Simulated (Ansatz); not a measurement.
Start from GaAs in the zinc blende structure (space group F-43m, No. 216).

```
GaAs
1.0
    0.00000     2.83335     2.83335
    2.83335     0.00000     2.83335
    2.83335     2.83335     0.00000
Ga As
1 1
Cartesian
  0.00000   0.00000   0.00000
  1.41667   1.41667   1.41667
```

All numbers come from r2SCAN/PAW in Ansatz (a first-principles code), without spin-orbit coupling.

Before the change:

| Property | Result |
|---|---|
| Hole mass | 0.050, 0.34, 0.34 mₑ (at Γ) |
| Band gap | 0.96 eV |

Perturbation: every lattice vector is shortened by 2.50 %; the atoms relax in the strained cell.

Task: What happens to the hole mass, band gap and energy relative to the base?

Result: The hole mass (degenerate bands, along [100]) changes from 0.050, 0.34, 0.34 mₑ (at Γ) to 0.076, 0.31, 0.31 mₑ (at Γ); the band gap rises by 0.625 eV (0.96 eV → 1.59 eV); the energy increases by 32 meV/atom.

Masses are band curvatures over ±0.01 Å⁻¹ around the edge. Gaps are read on the SCF mesh and a high-symmetry path. Whether these cells are dynamically stable was not tested.
